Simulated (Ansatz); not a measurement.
## GaN (model structure, started from the WC type, P-6m2, No. 187, 2 atoms in the cell): equilibrium volume per atom by level of theory

No measured value is used here.

| level (code) | value (Å³/atom) |
|---|---|
| PBE (Ansatz) | 10.32 |
| PBEsol (Ansatz) | … |
| PBE-D3(BJ) (Ansatz) | 10.05 |
| r²SCAN (Ansatz) | 9.90 |

Task: What belongs in the gaps?

Result: 
- PBEsol (Ansatz, a quantum-chemistry and plane-wave program), value (Å³/atom): 9.94

Ansatz's density-functional and Hartree–Fock values are scalar-relativistic unless marked +SOC, with PAW data made under PBE.

A model structure was made by putting elements into a prototype or built by hand; it is no filed structure, need not be a known phase, and can be a saddle point held by its symmetry.
